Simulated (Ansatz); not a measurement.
Base system: AlN in the rock salt structure (space group Fm-3m, No. 225; a = 4.0452 Å; a model cell, its experimental status unchecked).

Levels (all Ansatz, a quantum-chemistry and plane-wave program, PAW): PBEsol (420 eV, scalar-relativistic without spin-orbit coupling); HSE06 (420 eV, no spin-orbit coupling).

The geometry is relaxed with PBEsol.

| Property | Value |
|---|---|
| PBEsol lowest conduction level above the VBM at special points | X 4.55 eV; Γ 5.63 eV; U 5.76 eV |

Question: What does HSE06 give at this geometry for the lowest conduction level above the VBM at special points?

Answer: The lowest conduction level above the VBM at special points goes from X 4.55 eV; Γ 5.63 eV; U 5.76 eV to X 6.02 eV; Γ 7.18 eV; U 7.27 eV.

Single points use the geometry relaxed with PBEsol. HSE06 was sampled on its mesh, a few special points and the semilocal edge points, so its gap is an upper bound. The levels and masses belong to the bands next to the band gap. Whether these cells are dynamically stable was not tested. The base started in P3_121 and relaxed to Fm-3m at this level. This is not the structure that AlN has at room temperature and ambient pressure.
